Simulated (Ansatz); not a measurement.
The starting structures come from a database of crystals and need not be the phases stable at ambient conditions.

Input:

```
CELL_PARAMETERS angstrom
      6.49462    -0.19910    -0.07230
     -0.43048     8.86791    -0.03550
     -2.29489     1.32949     8.09518
ATOMIC_POSITIONS crystal
  Nb 0.48960 0.63532 0.64702
  Nb 0.51040 0.36468 0.35298
  Te 0.81351 0.16889 0.90063
  Te 0.18649 0.83111 0.09937
  Te 0.91675 0.98796 0.19976
  Te 0.08325 0.01204 0.80024
  Cl 0.52555 0.18608 0.16349
  Cl 0.47445 0.81392 0.83651
  Cl 0.62521 0.84140 0.48319
  Cl 0.37479 0.15860 0.51681
  Cl 0.16039 0.42088 0.19337
  Cl 0.83961 0.57912 0.80663
  Cl 0.86716 0.29112 0.51862
  Cl 0.13284 0.70888 0.48138
  Cl 0.66374 0.55804 0.19656
  Cl 0.33626 0.44196 0.80344
  O  0.50000 0.50000 0.50000
```

Space group of this cell: P-1. The cell was relaxed by PBE-D3(BJ).

Transport runs along the normal of the first two printed cell vectors.

No gap correction and no spin-orbit coupling; mid-gap values are interpolated between computed energies.

Task: Predict the band gap and the smallest decay constant κ at mid-gap from r2SCAN (Ansatz, an electronic-structure program).

Result: Gap 1.06 eV on a 6×4×4 mesh; κ = 0.263 1/Å, at (0.000, 0.500) of the in-plane reciprocal vectors. At the zone centre, at the nearest computed energy, the slowest state has κ = 0.31 1/Å.
